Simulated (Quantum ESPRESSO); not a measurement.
**σyy against uniaxial strain in diamond-structure C (space group 227): C12 (Quantum ESPRESSO, LDA)**

```xyz
2
Lattice="0.0000 1.7665 1.7665 1.7400 0.0000 1.7665 1.7400 1.7665 0.0000" Properties=species:S:1:pos:R:3 pbc="T T T"
C      1.7400     1.7665     1.7665
C      2.6100     2.6498     2.6498
```

Method of the run: LDA (PZ), GBRV 1.5 ultrasoft (LDA) pseudopotentials (plane waves; Quantum ESPRESSO). Settings: ecutwfc = 52 Ry; ecutrho = 260 Ry; occupations = smearing; smearing = fermi-dirac; degauss = 0.000734986 Ry; potentials = {C: c_lda_v1.2.uspp.F.UPF}; K_POINTS = automatic 18 18 18 0 0 0; conv_thr = 1e-10 Ry; mixing_beta = 0.3. The cell above is the first row's. The rows stretch one cube axis (x) by the strain ε and hold the other two. Stress is positive in tension. In all rows fractional positions and the k mesh are held.

| ε (%) | σyy (GPa) |
|---|---|
| -1.5 | ? |
| -1.0 | -1.45 |
| -0.5 | -0.66 |
| 0.0 | 0.09 |
| 0.5 | 0.79 |
| 1.0 | 1.44 |
| 1.5 | 2.06 |
| 2.0 | 2.63 |

### Question
Fit σyy against ε with a parabola, and predict the withheld value at ε = -1.5.

### Answer
Least squares gives σyy = 0.086 + 1.4474·ε - 0.0881·ε². Residuals (row less fit): 0.000, 0.000, 0.004, 0.002, -0.005, 0.001, 0.002; standard error 0.004 (degrees of freedom: 4). The slope at ε = 0, 1.4474 GPa per cent, gives C12 ≈ 100 × 1.4474 = 145 GPa, for the static lattice. At the withheld row, σyy = 0.086 + 1.4474 × (-1.5) - 0.0881 × (-1.5)² = -2.283 GPa. The calculation gives -2.30 GPa, 0.017 GPa below the prediction (0.3 % of the range of σyy in the table). The row lies outside the fitted rows, so this is an extrapolation. From the scatter of the fitted rows alone, a prediction at this place has a standard error of 0.007 GPa, so the miss is 2.5 times that.

Carrying the step between the two nearest rows on in a straight line would have given -2.24, off by 0.06; series whose last step already gives the withheld value aren't shown. The reference cell has the volume at which an earlier scan in this program and functional put its minimum by a fit. The runs keep the symmetry of the cell, so they don't test it for distortions. The unstrained cell stands at a pressure of -0.09 GPa, and the constants belong to that pressure. By symmetry this strain leaves no force on the atoms; the largest in the rows is 0.000 eV/Å. Cutoffs and mesh are single choices, not tested for convergence of this quantity. Series with a scatter that would blur these digits, or in which a gap closes, are not shown. Strain series were run only where this level's volume lies within 10 % of a first guess from the measured size.
